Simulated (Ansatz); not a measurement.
**PBE against r2SCAN: BeS, holes 7.0×10^20 cm⁻³**

Consider BeS in the zinc blende structure (space group F-43m, No. 216; a = 4.8760 Å).

(Cell as relaxed with PBE.)

Levels (all Ansatz, an electronic-structure program, PAW): PBE (420 eV, no spin-orbit coupling); r2SCAN (500 eV, no SOC).

Each level relaxes its own structure.

| base | PBE | r2SCAN |
|---|---|---|
| volume per atom | 14.49 Å³ | 14.42 Å³ |
| lattice parameter a | 4.876 Å | 4.869 Å |
| band gap | 3.15 eV | 3.59 eV |

Modification: holes 7.0×10^20 cm⁻³, on a uniform background at fixed cell.

```csv
quantity,PBE,r2SCAN
gap between the host's bands,3.17 eV,3.61 eV
gap character,"indirect, Γ → X","indirect, Γ → X"
Fermi level relative to the doped band's edge (positive inside the band; to 0.05 eV),+0.10 eV,+0.10 eV
shift of the gap caused by the change,+0.02 eV,+0.02 eV
```

PBE's gap between the host's bands lies 0.44 eV below r2SCAN's; the two agree on the gap character, Fermi level from band edge and shift of the gap caused by the change. Neither level is exact; r2SCAN is the comparison here, not a measurement.

Carriers are added with a uniform compensating background; total energy and stress of such cells depend on the potential's zero and are not compared; many-body gap narrowing is missing at this level. No phonon test of stability was made.
